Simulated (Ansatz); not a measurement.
rock-salt NbN (1 1 1) on rock-salt MgO (1 1 1) (film strained to the substrate, started from cuts of the bulks and a machine-learned relaxation; slabs Mg6O5 and N4Nb4, which can lie off the formulas)

A periodic stack without vacuum, rock-salt NbN (1 1 1) on rock-salt MgO (1 1 1) (film strained to the substrate, started from cuts of the bulks and a machine-learned relaxation; slabs Mg6O5 and N4Nb4, which can lie off the formulas): substrate slab Mg6O5, film N4Nb4, surface cells [[0, -1], [1, -1]] and [[1, 0], [0, 1]], film strained by -3.8 and -3.8 %, outermost planes Mg/Mg and N/Nb as cut, which need not be the usual terminations and can put a slab off its formula.

The start was prepared with a machine-learned potential, and the result is one local minimum, with the in-plane cell held and forces under 0.04 eV/Å; the film can end far from its bulk form.

Method: PBE (plane waves to 420 eV, PAW; Ansatz, an electronic-structure program). No spin–orbit coupling; the runs are not spin-polarised; PBE gaps are too small against experiment. Its k-point mesh 12×12×1, Fermi–Dirac width 0.05 eV.

- interface area: 7.8 Å²
- period: 25.48 Å
- heights between the nearest atoms of the two slabs at the two interfaces: 1.33 and 2.60 Å
- Mg–Nb contacts across the interfaces within 1.22 times the sum of covalent radii: 6, mean 3.14 Å
- Mg–N contacts across the interfaces within 1.22 times the sum of covalent radii: 3, mean 2.19 Å
- estimate of the barrier: withheld, since the two interfaces are unlike
- slope of the mean potential energy in the substrate: +4.2 MV/cm × e

```
Mg6Nb4N4O5
1.0
    3.00791    -0.00023     0.01407
    1.50374     2.60503    -0.01533
    1.37383     1.08107    25.47593
Mg O N Nb
6 5 4 4
Direct
  0.71325   0.27297   0.04956
  0.01651   0.57155   0.14726
  0.31693   0.87429   0.24376
  0.61598   0.17847   0.34021
  0.91442   0.48316   0.43667
  0.21264   0.78819   0.53325
  0.36553   0.92120   0.09849
  0.66734   0.22279   0.19481
  0.96681   0.52657   0.29134
  0.26547   0.83113   0.38778
  0.56373   0.13597   0.48421
  0.86044   0.43916   0.58537
  0.15787   0.74008   0.68877
  0.45481   0.03967   0.79495
  0.75375   0.33831   0.89921
  0.50932   0.08998   0.63649
  0.80649   0.39074   0.74042
  0.10410   0.68931   0.84687
  0.40518   0.98815   0.94739
```
